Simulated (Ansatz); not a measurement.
Consider CuI in the zinc blende structure (space group F-43m, No. 216; a = 5.9390 Å). Axes: x, y, z lie along the cube axes.

Structures relaxed with Ansatz (a quantum-chemistry and plane-wave program) PBEsol, without spin-orbit coupling, earlier PAW set.

Base:

Simulated powder pattern, Co Kα, λ = 1.79026 Å (kinematic, ideal powder, no thermal factors, no anomalous dispersion; the 14 strongest lines at most, above 2 %, up to 2θ = 90°):

```json
[
 {"2θ (°)": "30.27", "I/Imax (%)": "100", "hkl": "(111)"},
 {"2θ (°)": "35.09", "I/Imax (%)": "7.7", "hkl": "(200)"},
 {"2θ (°)": "50.47", "I/Imax (%)": "67", "hkl": "(220)"},
 {"2θ (°)": "59.98", "I/Imax (%)": "44", "hkl": "(311)"},
 {"2θ (°)": "62.95", "I/Imax (%)": "2.0", "hkl": "(222)"},
 {"2θ (°)": "74.15", "I/Imax (%)": "11", "hkl": "(400)"},
 {"2θ (°)": "82.14", "I/Imax (%)": "18", "hkl": "(331)"},
 {"2θ (°)": "84.76", "I/Imax (%)": "3.1", "hkl": "(420)"}
]
```

After one change:

Simulated powder pattern, Co Kα, λ = 1.79026 Å (kinematic, ideal powder, no thermal factors, no anomalous dispersion; the 14 strongest lines at most, above 2 %, up to 2θ = 90°):

| 2θ (°) | I/Imax (%) |
|---|---|
| 29.24 | 100 |
| 31.30 | 34 |
| 34.51 | 11 |
| 48.23 | 50 |
| 50.95 | 42 |
| 57.41 | 15 |
| 58.63 | 35 |
| 60.65 | 2.3 |
| 61.03 | 9.8 |
| 72.78 | 15 |
| 78.18 | 13 |
| 81.34 | 4.5 |
| 84.47 | 7.6 |
| 85.18 | 2.6 |

Question: What was done to the base?
(A) uniaxial strain ε_zz = −0.96 %
(B) isotropic strain +0.95 %
(C) tensor shear ε_xy = +0.48 %
(D) biaxial strain +4.34 %, plane normal [111], relaxed out of plane

Answer: D, biaxial strain +4.34 %, plane normal [111], relaxed out of plane. Its volume per atom is 27.59 Å³ against 26.19 Å³, and its space group is R3m (No. 160).

Stability against distortions was not tested. All final runs are without spin polarisation.
